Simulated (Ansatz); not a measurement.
MoPt (Pmma, No. 51; cell taken from a computed entry) was calculated with PBEsol (plane waves, PAW; Ansatz, a quantum-chemistry and plane-wave program).

Settings: plane-wave cutoff 520 eV, 12×20×12 k mesh (along the axes of the cell as run), Fermi–Dirac smearing 0.05 eV, no spin polarisation, scalar-relativistic PAW data made under PBE.

Computed at the level's own relaxed cell.

Question: Estimate the bulk modulus B0 that the calculation returns.

Answer: 
bulk modulus B0: 305 GPa

Note: the run has no spin polarisation, so it can have missed a magnetic state; the bulk modulus is −V dP/dV from two relaxed cells at ±2 % in volume; the relaxation could not lower the start's symmetry, so the cell can be a saddle point above a distorted one.

Spin–orbit coupling is not included.

Computed values are for the static lattice.
